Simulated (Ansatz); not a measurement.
Density of states of monolayer PtS2 above the conduction band minimum, HSE06, rigid bands in Ansatz (a program for electronic structure); cell area 11.07 Å².

```json
[
 {"energy from edge (eV)": "0.006", "10⁻³ states/eV/cell": "1120"},
 {"energy from edge (eV)": "0.031", "10⁻³ states/eV/cell": "1140"},
 {"energy from edge (eV)": "0.056", "10⁻³ states/eV/cell": "1180"},
 {"energy from edge (eV)": "0.081", "10⁻³ states/eV/cell": "1220"},
 {"energy from edge (eV)": "0.106", "10⁻³ states/eV/cell": "1290"},
 {"energy from edge (eV)": "0.131", "10⁻³ states/eV/cell": "1270"},
 {"energy from edge (eV)": "0.156", "10⁻³ states/eV/cell": "1420"},
 {"energy from edge (eV)": "0.181", "10⁻³ states/eV/cell": "3320"},
 {"energy from edge (eV)": "0.206", "10⁻³ states/eV/cell": "3540"},
 {"energy from edge (eV)": "0.231", "10⁻³ states/eV/cell": "3870"},
 {"energy from edge (eV)": "0.256", "10⁻³ states/eV/cell": "4320"},
 {"energy from edge (eV)": "0.281", "10⁻³ states/eV/cell": "4780"},
 {"energy from edge (eV)": "0.319", "10⁻³ states/eV/cell": "3890"},
 {"energy from edge (eV)": "0.344", "10⁻³ states/eV/cell": "3730"},
 {"energy from edge (eV)": "0.369", "10⁻³ states/eV/cell": "3170"},
 {"energy from edge (eV)": "0.394", "10⁻³ states/eV/cell": "2480"},
 {"energy from edge (eV)": "0.419", "10⁻³ states/eV/cell": "2080"},
 {"energy from edge (eV)": "0.444", "10⁻³ states/eV/cell": "1940"},
 {"energy from edge (eV)": "0.469", "10⁻³ states/eV/cell": "1900"},
 {"energy from edge (eV)": "0.494", "10⁻³ states/eV/cell": "1920"},
 {"energy from edge (eV)": "0.519", "10⁻³ states/eV/cell": "1960"},
 {"energy from edge (eV)": "0.544", "10⁻³ states/eV/cell": "2050"},
 {"energy from edge (eV)": "0.569", "10⁻³ states/eV/cell": "2080"},
 {"energy from edge (eV)": "0.594", "10⁻³ states/eV/cell": "2120"}
]
```

### Question
What effective density of states at 300 K does this give (∫ g(E) exp(−E/k_BT) dE, both spins, divided by the cell's size)?

### Answer
2.8e13 cm⁻².

Spin-orbit coupling is left out; with 5d elements it also splits d-like band edges. Geometry: cell and atoms relaxed with PBE.

Model free-standing layer, not matched to a measured one here: monolayer PtS2.
